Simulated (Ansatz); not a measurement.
Worked example: relaxation of cell and atoms of Ti2O (P-3m1, 3 atoms in the cell) in Ansatz (a program for electronic structure).

Method of the run: LDA (PW92), default PAW files made with PBE (plane waves; Ansatz).

The change in words: atoms on their sites; basis.ecutwfc: 30.9 Ry → 37.1 Ry; relax: default → cell and atoms. Reference geometry:
```xyz
3
Lattice="2.9452 0.0000 0.0000 -1.4726 2.5506 0.0000 0.0000 0.0000 4.8079" Properties=species:S:1:pos:R:3 pbc="T T T"
Ti     0.0000     1.7004     3.5600
Ti     1.4726     0.8502     1.2979
O      0.0000     0.0000     0.0000
```

Reference input (self-consistent single point, DFT, LDA (PW92), plane waves, default PAW files made with PBE): basis.ecutwfc = 30.9 Ry; kpoints.mp_grid.grid = 13 13 7; hamiltonian.xc = lda; hamiltonian.pseudopotentials = {kind: paw} (the program's default PAW files); scf.occupations.method = fermi_dirac; scf.occupations.width = 0.0073 Ry. This run's input differs from it in these lines:

Ansatz 0.2 input:
```diff
@@ -7,3 +7,3 @@
   atoms:
-    - { symbol: Ti, position: [0.333333, 0.666667, 0.740450] }
+    - { symbol: Ti, position: [0.333333, 0.666667, 0.730050] }
     - { symbol: Ti, position: [0.666667, 0.333333, 0.269950] }
@@ -11,3 +11,3 @@
 basis:
-  ecutwfc: 30.9 Ry
+  ecutwfc: 37.1 Ry
 kpoints:
@@ -19,2 +19,4 @@
   occupations: { method: fermi_dirac, width: 0.0073 Ry }
+relax:
+  cell: {}
 output:
```

The program printed (abridged):

```
   [... SCF lines of the steps left out ...]
relax step   1: F+E_penalty+E_count = -5459.22827851 eV  Δ(F+E_penalty+E_count) = +0.000e0 eV  max|allowed force component| = 6.295e-1 eV/Å  Δτ_max = 0.0000 Å  P = -8.805 GPa  Ω = 36.118 Å³  (7 SCF iters, dr2 threshold 1.00e-7 eV, accepted)
relax step   2: F+E_penalty+E_count = -5459.28148935 eV  Δ(F+E_penalty+E_count) = -5.321e-2 eV  max|allowed force component| = 5.432e-1 eV/Å  Δτ_max = 0.0057 Å  P = -0.989 GPa  Ω = 34.719 Å³  energy of the carried Pulay correction = +2.187e-4 eV  (6 [...]
   [... lines left out ...]
relax step   5: F+E_penalty+E_count = -5459.30276516 eV  Δ(F+E_penalty+E_count) = -7.084e-5 eV  max|allowed force component| = 1.291e-3 eV/Å  Δτ_max = 0.0018 Å  P = +0.015 GPa  Ω = 34.715 Å³  energy of the carried Pulay correction = +2.193e-4 eV  (6 [...]
relax step   6: F+E_penalty+E_count = -5459.30256543 eV  Δ(F+E_penalty+E_count) = +1.997e-4 eV  max|allowed force component| = 1.194e-3 eV/Å  Δτ_max = 0.0000 Å  P = +0.012 GPa  Ω = 34.715 Å³  stress off target by 2.25e-2 GPa  SCF on the basis [...]
basis re-selected at this cell: Δ(F+E_penalty+E_count) = +1.997e-4 eV, ΔP = -0.003 GPa vs the last step
the relaxation is at rest under the 12 symmetry operations that the run kept from its start: a minimum is not shown …
Stability not checked: this state was not tested for a lower state beside it, because too few of the mixer's solves of this state at the end of the SCF gave a …
Free energy (F): -5459.302565 eV
Internal energy: -5459.264502 eV  (E = F + TS)
   [... lines left out ...]
Fermi energy:    15.807962 eV
  cell:  # Å, volume = 34.7152 Å³
   [... lines left out ...]
    - [-1.4653539127050033, 2.5380674278749153, 6.458820352234166e-18]
    - [-2.1087194009092934e-17, 1.494007341638085e-33, 4.667069443028884]
  atoms:
    - { symbol: Ti, position: [0.33333333333333326, 0.6666666666666665, 0.7394756552146002] }
    - { symbol: Ti, position: [0.6666666666666665, 0.33333333333333326, 0.26052434478539976] }
    - { symbol: O, position: [1.7849764192921754e-34, -6.292325980004381e-36, -6.013482039343964e-20] }
```

The run converged.  The full log also holds: “iter 5 did not close the SCF: its close was put off for the readings that it lacked (scf_convergence_deferred on its scf_iter line)”. The full log also holds: “iter 5 did not close the SCF: its close was put off for the readings that it lacked (scf_convergence_deferred on its scf_iter line)”.

Summary of the result:
| Item | Result |
|---|---|
| Free energy E − TS (on the zero of these files) | -5459.3026 eV |
| Fermi level (on the code's own zero) | 15.81 eV |
| Pressure | 0.01 GPa |
| Largest force (vector length) | 0.001 eV/Å |
| Final cell | a = 2.931 Å, b = 2.931 Å, c = 4.667 Å, α = 90.00°, β = 90.00°, γ = 120.00° |
| Final volume per atom | 11.57 Å³ |
| Relaxation steps | 6 |

The starting cell comes from a database of computed structures (which also holds hypothetical and non-ambient phases and stackings), without a prior relaxation at this level. Its lattice was rescaled by up to half a per cent. Spin polarisation is off, so a magnetic state, if there is one, cannot be reached. The relaxation keeps the symmetry of its start, so its end need not be a minimum. Ansatz's pressure includes its estimate of the finite-basis (Pulay) stress.

Cost on one core of a shared machine: roughly 30 s.
